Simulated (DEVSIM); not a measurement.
Device: illuminated InP p-on-n cell, one wavelength, at 300 K.

Layer 1 from the left is InP, thickness (μm) 0.170, Na (cm⁻³) 1.5e18, τn (s) 9e-12, τp (s) 5e-11, absorption coefficient (cm⁻¹) 20000. Layer 2 from the left is InP, thickness (μm) 2.20, Nd (cm⁻³) 6.5e15, τn (s) 3.6e-10, τp (s) 3.6e-10, absorption coefficient (cm⁻¹) 20000.

Left contact: ohmic, minority electron recombination velocity 100 cm/s. Right contact: ohmic, minority hole recombination velocity 2000 cm/s. Voltage is applied to the left contact. Recombination: SRH at mid-gap, radiative, Auger. Light enters at the left, 4.4e16 photons cm⁻² s⁻¹, one pass, no reflection. Mobility is μmin + (μ − μmin)/(1 + (N/Nref)^α).

Constants are typed, rounded textbook-type inputs, not results; the design itself was drawn at random and stands for no fabricated device. Values at 300 K.

InP: gap (eV) 1.344, affinity (eV) 4.38, permittivity 12.5, Nc (cm⁻³) 5.7e17, Nv (cm⁻³) 1.1e19, μn (cm²/Vs) 5200, μp (cm²/Vs) 170, μn,min 400, μp,min 10, Nref,n 3e17, Nref,p 4.9e17, αn 0.47, αp 0.62, B (cm³/s) 1.2e-10, Cn (cm⁶/s) 9e-31, Cp (cm⁶/s) 9e-31.

Model (solved in DEVSIM): 1D drift-diffusion, Boltzmann statistics, complete ionisation; no tunnelling, impact ionisation, image-force lowering or self-heating.

Dark forward current:

```csv
|V| (V),|J| (A/cm²)
0.05,1.438e-8
0.10,5.023e-8
0.15,1.460e-7
0.20,4.055e-7
0.25,1.112e-6
0.30,3.043e-6
0.35,8.329e-6
0.40,2.286e-5
0.45,6.301e-5
0.50,0.0001745
0.55,0.0004867
0.60,0.001370
0.65,0.003911
0.70,0.01141
0.75,0.03448
0.80,0.1105
0.85,0.3867
0.90,1.517
0.95,6.596
1.00,28.92
1.05,109.1
1.10,340.2
1.15,957.3
1.20,2624
```

Question: Work out the local ideality factor n = ΔV / (kT/q · ln(J2/J1)) between the rows 0.15 and 0.20 V, 0.95 and 1.00 V, 1.15 and 1.20 V.

Answer: kT/q = 25.85 mV. From 0.15 to 0.20 V: ln(4.055e-7/1.460e-7) = 1.022, n = 1.89, near the 2 of recombination in the depletion region. From 0.95 to 1.00 V: ln(28.92/6.596) = 1.478, n = 1.31. From 1.15 to 1.20 V: ln(2624/957.3) = 1.008, n = 1.92.

Question: What current could the absorbed light give at most, and what share is collected?

Answer: Σ αd = 4.74, so qΦ(1 − exp(−Σ αd)) = 6.99 mA/cm². The simulated short-circuit current is 5.534 mA/cm², a share of 0.79.

Question: Estimate the open-circuit voltage by superposition: the voltage at which the dark current equals that short-circuit current.

Answer: Interpolating ln J in the table gives 0.666 V. The simulation gives 0.662 V; the estimate lies 4 mV above. Superposition holds where collection doesn't change with voltage.

Question: Estimate the fill factor from FF0 = (v − ln(v + 0.72))/(v + 1), v = qVoc/(nkT), with n from the dark curve.

Answer: The rows about Voc, 0.65 and 0.70 V, give n = 1.81, so v = 14.2 and FF0 = 0.756. The simulation gives 0.703; the estimate lies 7.6 % above.
